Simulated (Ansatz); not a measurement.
Partial pair distribution functions of a relaxed model of amorphous Ti$_{30}$O$_{57}$, broadened by 0.06 Å; density 3.81 g/cm³. Level of theory: PBE, scalar-relativistic without spin-orbit coupling (plane waves to 420 eV, PAW; Ansatz, a quantum-chemistry and plane-wave program). The usual formal charges leave 6 electrons over, so the level spacing at the Fermi energy parts defect or band states and needn't be the band gap. In the spin-polarised cell the level spacing at the Fermi energy can part levels of unlike spin.

The cell was made by melting and quenching with the CHGNet potential and then relaxed with DFT. O atoms were pushed apart under 1.9 Å during the dynamics, to hinder bonds among them. The hot cell started wider than the set density and was brought back towards it in steps. It is the lowest in DFT energy of 4 quenches. It is a model cell: composition and starting density were chosen by hand, and all elements were melted together. No dispersion term was used. Its density started from a set value of 3.84 and ended at 3.81 g/cm³. The quench (nominally 240 K/ps over its main leg) was far faster than any real one, so the model tends to hold more defects than a real film. Values belong to this one cell and scatter from quench to quench. Volume and shape were free in the relaxation. On a 2×2×2 Γ-centred mesh force components of up to 0.18 eV/Å stay, since the relaxation ran on the zone centre alone.

```json
[
 {"r (Å)": "1.55", "g Ti-O": "0.01", "g Ti-Ti": "0.00", "g O-O": "0.00"},
 {"r (Å)": "1.65", "g Ti-O": "0.21", "g Ti-Ti": "0.00", "g O-O": "0.00"},
 {"r (Å)": "1.75", "g Ti-O": "1.65", "g Ti-Ti": "0.00", "g O-O": "0.00"},
 {"r (Å)": "1.85", "g Ti-O": "4.92", "g Ti-Ti": "0.00", "g O-O": "0.00"},
 {"r (Å)": "1.95", "g Ti-O": "6.56", "g Ti-Ti": "0.00", "g O-O": "0.00"},
 {"r (Å)": "2.05", "g Ti-O": "4.25", "g Ti-Ti": "0.00", "g O-O": "0.00"},
 {"r (Å)": "2.15", "g Ti-O": "1.68", "g Ti-Ti": "0.00", "g O-O": "0.00"},
 {"r (Å)": "2.25", "g Ti-O": "0.57", "g Ti-Ti": "0.00", "g O-O": "0.01"},
 {"r (Å)": "2.35", "g Ti-O": "0.18", "g Ti-Ti": "0.00", "g O-O": "0.17"},
 {"r (Å)": "2.45", "g Ti-O": "0.06", "g Ti-Ti": "0.00", "g O-O": "0.72"},
 {"r (Å)": "2.55", "g Ti-O": "0.04", "g Ti-Ti": "0.00", "g O-O": "1.64"},
 {"r (Å)": "2.65", "g Ti-O": "0.01", "g Ti-Ti": "0.00", "g O-O": "2.64"},
 {"r (Å)": "2.75", "g Ti-O": "0.10", "g Ti-Ti": "0.14", "g O-O": "2.97"},
 {"r (Å)": "2.85", "g Ti-O": "0.28", "g Ti-Ti": "0.85", "g O-O": "2.62"},
 {"r (Å)": "2.95", "g Ti-O": "0.25", "g Ti-Ti": "1.62", "g O-O": "2.29"},
 {"r (Å)": "3.05", "g Ti-O": "0.29", "g Ti-Ti": "2.02", "g O-O": "1.76"},
 {"r (Å)": "3.15", "g Ti-O": "0.42", "g Ti-Ti": "1.79", "g O-O": "1.43"},
 {"r (Å)": "3.25", "g Ti-O": "0.52", "g Ti-Ti": "1.26", "g O-O": "1.14"},
 {"r (Å)": "3.35", "g Ti-O": "0.51", "g Ti-Ti": "1.81", "g O-O": "0.65"},
 {"r (Å)": "3.45", "g Ti-O": "0.69", "g Ti-Ti": "2.02", "g O-O": "0.59"},
 {"r (Å)": "3.55", "g Ti-O": "0.92", "g Ti-Ti": "2.40", "g O-O": "0.56"},
 {"r (Å)": "3.65", "g Ti-O": "0.95", "g Ti-Ti": "2.48", "g O-O": "0.66"},
 {"r (Å)": "3.75", "g Ti-O": "1.26", "g Ti-Ti": "1.93", "g O-O": "0.66"},
 {"r (Å)": "3.85", "g Ti-O": "1.53", "g Ti-Ti": "1.03", "g O-O": "0.72"},
 {"r (Å)": "3.95", "g Ti-O": "1.53", "g Ti-Ti": "0.52", "g O-O": "0.92"},
 {"r (Å)": "4.05", "g Ti-O": "1.24", "g Ti-Ti": "0.64", "g O-O": "0.99"},
 {"r (Å)": "4.15", "g Ti-O": "1.48", "g Ti-Ti": "0.45", "g O-O": "0.48"},
 {"r (Å)": "4.25", "g Ti-O": "1.77", "g Ti-Ti": "0.21", "g O-O": "0.36"},
 {"r (Å)": "4.35", "g Ti-O": "1.72", "g Ti-Ti": "0.43", "g O-O": "0.49"},
 {"r (Å)": "4.45", "g Ti-O": "1.36", "g Ti-Ti": "0.95", "g O-O": "0.59"},
 {"r (Å)": "4.55", "g Ti-O": "1.12", "g Ti-Ti": "0.87", "g O-O": "0.66"},
 {"r (Å)": "4.65", "g Ti-O": "1.23", "g Ti-Ti": "0.86", "g O-O": "0.74"},
 {"r (Å)": "4.75", "g Ti-O": "1.21", "g Ti-Ti": "0.70", "g O-O": "0.96"},
 {"r (Å)": "4.85", "g Ti-O": "0.92", "g Ti-Ti": "0.78", "g O-O": "1.16"},
 {"r (Å)": "4.95", "g Ti-O": "0.61", "g Ti-Ti": "0.95", "g O-O": "1.42"}
]
```

Within 2.54 Å each Ti has 5.43 O neighbours on average.
